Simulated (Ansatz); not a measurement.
The reference is C in the graphite type structure (space group P6_3/mmc, No. 194; a = 2.4583 Å, c = 6.5635 Å; layered, stacked along the Cartesian z axis).

Computed with PBEsol-D3(BJ) (Ansatz, a program for electronic structure; PAW; 420 eV plane waves; without spin-orbit coupling).

Before the change:

Pressure: 0.0 GPa
Band gap: zero

The change: an isotropic linear strain of +1.20 %, atoms relaxed at fixed cell.

Question: Estimate the effect on the pressure.

Answer: The pressure (mean of the normal stresses, compression positive) goes from zero to -10.1 GPa.

Question: How does this affect the energy relative to the base?

Answer: The energy goes up by 10 meV/atom.

Question: Estimate the effect on the band gap.

Answer: The band gap remains zero.

The mesh was chosen for an insulator and is coarse for the gapless case. Whether these cells are dynamically stable was not tested.
